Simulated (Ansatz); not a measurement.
CsCl-type CuZn, treated with LDA (Ansatz, an electronic-structure program, PAW).

Settings: plane-wave cutoff 520 eV, 18×18×18 k mesh, Fermi–Dirac smearing 0.05 eV, no spin polarisation, scalar-relativistic PAW data made under PBE.

Cell (relaxed at this level):

```xyz
2
Lattice="2.8701 0.0000 0.0000 0.0000 2.8701 0.0000 0.0000 0.0000 2.8701" Properties=species:S:1:pos:R:3 pbc="T T T"
Zn     1.4351     1.4351     1.4351
Cu     0.0000     0.0000     0.0000
```

Problem. Predict the bulk modulus B0 and pressure derivative B′ of the bulk modulus.

Solution. 
- bulk modulus B0 = 154 GPa
- pressure derivative B′ of the bulk modulus = 5.0

The run finds no gap.

Measured, for comparison: bulk modulus 116 GPa (temperature not stated, no zero-point or thermal correction; as tabulated in Nepal et al. (2020), arXiv:2007.11150). Computed (rounded) less measured: bulk modulus +33 %.

Static lattice: no zero-point or thermal effects.
